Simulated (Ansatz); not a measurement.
Functionals compared on the (33-62) surface of hcp Ti in its 1x1 cell, outermost plane spacing 0.48 Å in the ideal cut, in Ansatz (plane waves, PAW). The structure was relaxed with PBE; the other rows are single points on it. Cutoff 420 eV (500 eV for r2SCAN).

Model: 44-atom slab, 10.1 Å thick at the start (thin: gaps and levels are the slab's own), 8x3x1 mesh, Fermi-Dirac 0.1 eV, dipole correction, all atoms relaxed; start symmetry kept, larger cells not searched; no spin, no spin-orbit, no U. These notes are the PBE run's.

| functional | work function of the top face (eV) | rough cost of the single point |
|---|---|---|
| PBE | 3.41 | – |
| LDA | 3.65 | around 15 core-minutes (rough) |
| PBEsol | 3.47 | around 21 core-minutes (rough) |
| RPBE | 3.28 | very roughly 18 core-minutes |
| r2SCAN | 3.39 | around 29 core-minutes (rough) |

Ansatz is a quantum-chemistry and plane-wave program.
